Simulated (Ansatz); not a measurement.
System: C (model structure, P6₁22, No. 178, 6 atoms in the cell). Method: PBE0 in Ansatz (plane waves, PAW).

Settings: plane-wave cutoff 460 eV, 9×9×6 k mesh (along the axes of the cell as run), Fermi–Dirac smearing 0.01 eV, scalar-relativistic PAW data made under PBE.

Cell (relaxed with PBEsol):

```cif
data_C6
_chemical_formula_sum 'C6'
_space_group_name_H-M_alt 'P6122'
_space_group_IT_number 178
_space_group_name_Hall 'P 61 2 (0 0 5)'
_cell_length_a 3.55661
_cell_length_b 3.55661
_cell_length_c 3.35752
_cell_angle_alpha 90.000
_cell_angle_beta 90.000
_cell_angle_gamma 120.000
loop_
_atom_site_label
_atom_site_type_symbol
_atom_site_symmetry_multiplicity
_atom_site_Wyckoff_symbol
_atom_site_fract_x
_atom_site_fract_y
_atom_site_fract_z
_atom_site_occupancy
C1 C 6 b 0.46480 0.23240 0.08333 1
```

### Question
Estimate the band gap, smallest direct gap on the k points sampled and Γ–Γ gap that the calculation returns.

### Answer

- band gap: 6.18 eV (indirect)
- smallest direct gap on the k points sampled: 7.07 eV
- Γ–Γ gap: 9.35 eV

Note: the relaxation could raise the start's symmetry but not lower it, so the cell can be a saddle point; cell and atoms aren't relaxed at this level (largest force component 0.10 eV/Å, pressure -3.3 GPa).

Computed values are for the static lattice.

The result took about 70 core-seconds (a rough figure).

A model structure was made by putting elements into a prototype or built by hand; it is no filed structure, need not be a known phase, and can be a saddle point held by its symmetry.

Ansatz is a program for electronic structure.
